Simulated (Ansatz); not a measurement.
Take Au in the fcc (Cu type) structure (space group Fm-3m, No. 225; a = 4.083 Å) as the base. Axes: x, y, z lie along the cube axes.

All numbers come from plane-wave PAW DFT at the PBEsol level (Ansatz, a program for electronic structure, 420 eV), without spin-orbit coupling.

Base values:

| Property | Result |
|---|---|
| Pressure | 0.0 GPa |
| Shortest interatomic distance | 5.456 bohr |

Perturbation: the cell is stretched by 1.25 % along x with no lateral relaxation, atoms relaxed at fixed cell.

Question: What happens to the energy relative to the base?

Answer: The energy increases by 1.6 meV/atom.

Question: What happens to the pressure?

Answer: The pressure (mean of the normal stresses, compression positive) goes from zero to -2.1 GPa.

Question: How does this affect the shortest interatomic distance?

Answer: The shortest interatomic distance is still 5.456 bohr.

Without a gap, meshes like the base's 20×20×20 leave anisotropic stresses uncertain by several tenths of a GPa, and small strain energies with them. The cells carry an imposed strain or load. Stability against distortions was not tested.
